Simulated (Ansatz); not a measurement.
## Pressure series in CdSe

The reference is CdSe in the wurtzite structure (space group P6_3mc, No. 186; a = 4.340 Å, c = 7.078 Å).

Cell and atoms are relaxed at each pressure.

Computed with Kohn–Sham DFT with the r2SCAN functional, run in Ansatz (a program for electronic structure) with PAW and 500 eV plane waves, no spin-orbit coupling.

```json
[
 {"pressure (GPa)": "-2", "volume per atom (Å³/atom)": "30.138"},
 {"pressure (GPa)": "-1", "volume per atom (Å³/atom)": "29.466"},
 {"pressure (GPa)": "0", "volume per atom (Å³/atom)": "28.864"},
 {"pressure (GPa)": "0.3", "volume per atom (Å³/atom)": "28.701"},
 {"pressure (GPa)": "0.7", "volume per atom (Å³/atom)": "28.488"},
 {"pressure (GPa)": "3", "volume per atom (Å³/atom)": "?"},
 {"pressure (GPa)": "5", "volume per atom (Å³/atom)": "26.623"},
 {"pressure (GPa)": "7.5", "volume per atom (Å³/atom)": "25.785"},
 {"pressure (GPa)": "10", "volume per atom (Å³/atom)": "25.060"}
]
```

**Question.** Fit the third-order Birch–Murnaghan form P(V) = (3B₀/2)[(V₀/V)^(7/3) − (V₀/V)^(5/3)]·[1 + (3/4)(B₀′ − 4)((V₀/V)^(2/3) − 1)] (squares taken in P) to the rows shown and predict the withheld row.

**Answer.** Least squares on the printed values gives V₀ = 28.869 Å³/atom, B₀ = 51.4 GPa, B₀′ = 4.5; this predicts 27.408 Å³/atom, and the run gives 27.408 Å³/atom, in agreement.

Measured bulk modulus of CdSe: 53.4 GPa (temperature not stated; as listed in Michael Grünwald et al., The Journal of Chemical Physics (2012)); the computed value is for a static lattice, so the two differ by thermal effects too.

Load acts through the strain it causes; cell and atoms are relaxed under it. No phonon test of stability was made. Measured, CdSe leaves this structure (for rock salt) near 2.72 GPa (temperature not stated; as listed in Datta, Sujoy, Jana, Debnarayan, arXiv (2020)), on rising pressure, with hysteresis.
